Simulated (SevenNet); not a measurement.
**AlB2-type MgB₂**

These are the machine-learned potential SevenNet-0 (trained on PBE and PBE+U data) values and carry that method's errors.

Cell: relaxed at this level.

- equilibrium lattice constant a = 3.079 Å
- lattice parameter c = 3.511 Å

Measured, for comparison: lattice constant a 3.083 Å, lattice parameter c 3.521 Å (300 K, no zero-point or thermal correction; as tabulated in Loa et al. (2002), arXiv:cond-mat/0206051). Computed (rounded) less measured: lattice constant a -0.1 %, lattice parameter c -0.3 %.

A machine-learned potential is trained on density-functional data: it inherits that level's misses and adds fitting errors of its own.
